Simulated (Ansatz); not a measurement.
Reference: SnC (F-43m), PBE with spin-orbit coupling, rigid bands (plane waves, PAW; Ansatz, a program for electronic structure); axes and stresses refer to this cell.

```xyz
2
Lattice="0.0000 2.5170 2.5170 2.5170 0.0000 2.5170 2.5170 2.5170 0.0000" Properties=species:S:1:pos:R:3 pbc="T T T"
Sn     0.0000     0.0000     0.0000
C      1.2585     1.2585     1.2585
```

The Seebeck coefficient, p-type 1e19 cm⁻³ comes out as 363 μV/K, the band gap comes out as 0.79 eV and the hole conductivity mass comes out as 0.64 mₑ.

```csv
Change,"Seebeck coefficient, p-type 1e19 cm⁻³",band gap,hole conductivity mass
biaxial stress in (111) of 5 GPa (compression positive),324 μV/K,0.85 eV,0.54 mₑ
biaxial stress in (111) of 7.5 GPa (compression positive),319 μV/K,0.87 eV,0.52 mₑ
hydrostatic pressure of 10 GPa (compression positive),364 μV/K,___,0.62 mₑ
hydrostatic pressure of 15 GPa (compression positive),___,1.26 eV,___
uniaxial stress along [001] of 2.5 GPa (compression positive),271 μV/K,___,0.46 mₑ
uniaxial stress along [110] of -7.5 GPa (compression positive),258 μV/K,0.54 eV,0.42 mₑ
```

**Question.** Complete the blanks.

**Answer.** 
- hydrostatic pressure of 10 GPa (compression positive), band gap: 1.14 eV
- hydrostatic pressure of 15 GPa (compression positive), Seebeck coefficient, p-type 1e19 cm⁻³: 364 μV/K
- hydrostatic pressure of 15 GPa (compression positive), hole conductivity mass: 0.62 mₑ
- uniaxial stress along [001] of 2.5 GPa (compression positive), band gap: 0.75 eV

Masses are for dilute carriers at 300 K, harmonic means over directions unless an axis is named. Seebeck coefficients are for the stated density at 300 K, with one relaxation time for all states and whether or not that doping can be reached. Stresses and pressures are the targets of the relaxation.  The structure type is held under load, also where the real crystal would transform.

Computed structure with no diffraction record at hand here (it may be known, metastable or hypothetical): SnC (F-43m).
